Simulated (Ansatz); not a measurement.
Hypothetical ReO3 type LaBr3, response to strain

Base system: LaBr$_{3}$ in the ReO3 type structure (space group Pm-3m, No. 221; a hypothetical phase, not in the database extracts checked).

```
LaBr3
1.0
    5.88538     0.00000     0.00000
    0.00000     5.88538     0.00000
    0.00000     0.00000     5.88538
La Br
1 3
Direct
  0.00000   0.00000   0.00000
  0.50000   0.00000   0.00000
  0.00000   0.00000   0.50000
  0.00000   0.50000   0.00000
```

Strains are applied to the cell and any free atomic positions relax.

Calculations: PBE (Ansatz, an electronic-structure program), scalar-relativistic without spin-orbit coupling.

Computed cases, in order: isotropic strain −4.05 %; isotropic strain −2.94 %; the unstrained base; isotropic strain +4.35 %.

Problem. Between which two neighbouring cases does the gap turn between direct and indirect?

Solution. Between isotropic strain −2.94 % (3.63 eV, indirect, R → Γ) and the unstrained base (3.38 eV, direct at R). The whole series: isotropic strain −4.05 %: 3.64 eV, indirect, R → Γ; isotropic strain −2.94 %: 3.63 eV, indirect, R → Γ; the unstrained base: 3.38 eV, direct at R; isotropic strain +4.35 %: 2.73 eV, direct at R.

No phonon test of stability was made.
